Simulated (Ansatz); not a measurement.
System: ZnSnN2 (Pna2₁, No. 33, 16 atoms in the cell; start mp-1029469). Method: LDA (PAW; Ansatz, an electronic-structure program).

Run with plane-wave cutoff 520 eV, 6×6×6 k mesh, Fermi–Dirac smearing 0.01 eV, scalar-relativistic PAW data made under PBE.

Cell (relaxed at this level):

```
CELL_PARAMETERS angstrom
      5.77793     0.00000     0.00000
      0.00000     6.64242     0.00000
      0.00000     0.00000     5.41580
ATOMIC_POSITIONS crystal
  Zn 0.58287 0.87488 0.99923
  Zn 0.41713 0.12512 0.49923
  Zn 0.91713 0.37488 0.49923
  Zn 0.08287 0.62512 0.99923
  Sn 0.58912 0.37525 0.99942
  Sn 0.41088 0.62475 0.49942
  Sn 0.91088 0.87525 0.49942
  Sn 0.08912 0.12475 0.99942
  N  0.58410 0.37256 0.38004
  N  0.41590 0.62744 0.88004
  N  0.91590 0.87256 0.88004
  N  0.08410 0.12744 0.38004
  N  0.57793 0.87753 0.37129
  N  0.42207 0.12247 0.87129
  N  0.92207 0.37753 0.87129
  N  0.07793 0.62247 0.37129
```

Predict the band gap.


- band gap: 0.26 eV

Spin–orbit coupling is not included.

The computed numbers hold no vibrational or temperature effects.

It cost about 2.3 core-minutes (a rough figure) of CPU time.

A start named mp-… is a Materials Project structure, which need not be a measured phase.
